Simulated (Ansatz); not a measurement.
Take SiC (space group P6_3mc, No. 186; a = 3.094 Å, c = 10.129 Å) as the base. Axes: x lies along a and z along c of the hexagonal cell.

Now apply this change: uniaxial strain ε_zz = −1.50 %, all other strain components held at zero, atoms relaxed at fixed cell.

The values are results of plane-wave PAW DFT at the PBE level (Ansatz, a program for electronic structure, 420 eV), no spin-orbit coupling, not measurements.

Base, band edges from the VBM (valence, conduction): K -1.66, 3.97; H -2.42, 3.24; M -1.12, 2.22; L -1.54, 2.63; A -0.21, 5.16; Γ 0.00, 4.96 eV.

**Question.** Give the band edges at the high-symmetry points of the new zone, measured from its valence-band maximum.

**Answer.** 
```
point  valence edge (eV)  conduction edge (eV)
-----  -----------------  --------------------
Γ                   0.00                  4.81
M                  -1.17                  2.22
K                  -1.63                  4.03
A                  -0.31                  5.02
L                  -1.62                  2.55
H                  -2.43                  3.28
```

The gap is 2.22 eV, indirect, Γ → M.

Stability against distortions was not tested.
